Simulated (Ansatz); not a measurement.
**Pressure series in Ge**

Start from Ge in the diamond structure (space group Fd-3m, No. 227).

```
CELL_PARAMETERS angstrom
      0.00000     2.88111     2.88111
      2.88111     0.00000     2.88111
      2.88111     2.88111     0.00000
ATOMIC_POSITIONS crystal
  Ge 0.50000 0.50000 0.50000
  Ge 0.75000 0.75000 0.75000
```

Cell and atoms are relaxed at each pressure.

All numbers come from PBE, PAW, 420 eV (Ansatz, a first-principles code; spin-orbit coupling left out), earlier PAW set.

```json
[
 {"pressure (GPa)": "-2", "volume per atom (Å³/atom)": "24.818"},
 {"pressure (GPa)": "-1", "volume per atom (Å³/atom)": "24.338"},
 {"pressure (GPa)": "0", "volume per atom (Å³/atom)": "23.915"},
 {"pressure (GPa)": "4.2", "volume per atom (Å³/atom)": "22.482"},
 {"pressure (GPa)": "9", "volume per atom (Å³/atom)": "?"},
 {"pressure (GPa)": "18", "volume per atom (Å³/atom)": "19.723"},
 {"pressure (GPa)": "30", "volume per atom (Å³/atom)": "18.277"},
 {"pressure (GPa)": "45", "volume per atom (Å³/atom)": "16.993"},
 {"pressure (GPa)": "60", "volume per atom (Å³/atom)": "16.033"}
]
```

**Question.** Fit the third-order Birch–Murnaghan form P(V) = (3B₀/2)[(V₀/V)^(7/3) − (V₀/V)^(5/3)]·[1 + (3/4)(B₀′ − 4)((V₀/V)^(2/3) − 1)] (squares taken in P) to the rows shown and predict the withheld row.

**Answer.** Least squares on the printed values gives V₀ = 23.916 Å³/atom, B₀ = 60.7 GPa, B₀′ = 4.5; this predicts 21.326 Å³/atom, and the run gives 21.298 Å³/atom, 0.028 lower.

Measured bulk modulus of Ge: 77.3 GPa (static lattice; corrected from measurement; as listed in Tanner et al., arXiv (2021)); the computed value is 21 % below it.

Load acts through the strain it causes; cell and atoms are relaxed under it. Stability against distortions was not tested. Measured, Ge leaves this structure (for the β-tin structure) near 10.6 GPa (room temperature; as listed in arXiv:1906.07825).
